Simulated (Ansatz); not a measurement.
# CsSnI₃ in the cubic perovskite structure (space group Pm-3m, No. 221)

```cif
data_CsI3Sn
_chemical_formula_sum 'Cs1 Sn1 I3'
_space_group_name_H-M_alt 'P 1'
_space_group_IT_number 1
_cell_length_a 6.03051
_cell_length_b 6.03051
_cell_length_c 6.03051
_cell_angle_alpha 90.000
_cell_angle_beta 90.000
_cell_angle_gamma 90.000
loop_
_space_group_symop_operation_xyz
  'x, y, z'
loop_
_atom_site_label
_atom_site_type_symbol
_atom_site_fract_x
_atom_site_fract_y
_atom_site_fract_z
_atom_site_occupancy
Cs1 Cs 0.00000 0.00000 0.00000 1
Sn1 Sn 0.50000 0.50000 0.50000 1
I1 I 0.50000 0.00000 0.50000 1
I2 I 0.00000 0.50000 0.50000 1
I3 I 0.50000 0.50000 0.00000 1
```

Level of theory: plane-wave PAW DFT at the LDA level (Ansatz, a quantum-chemistry and plane-wave program, 420 eV), spin-orbit coupling left out. Γ-centred 8×8×8 mesh, Fermi–Dirac width 0.05 eV.

Volume per atom: 43.86 Å³
Density: 4.79 g/cm³
Band gap: zero
Total energy: -6691.309 eV/atom (σ→0; compares only within this code and set-up)

Spin-orbit coupling, missing from the scalar runs, can matter with I. Stability against distortions was not tested. All final runs are without spin polarisation. Many cubic perovskites are stable only at high temperature; tilts and polar distortions were not tested. The zero or small gap of CsSnI3 can change with the level of theory.
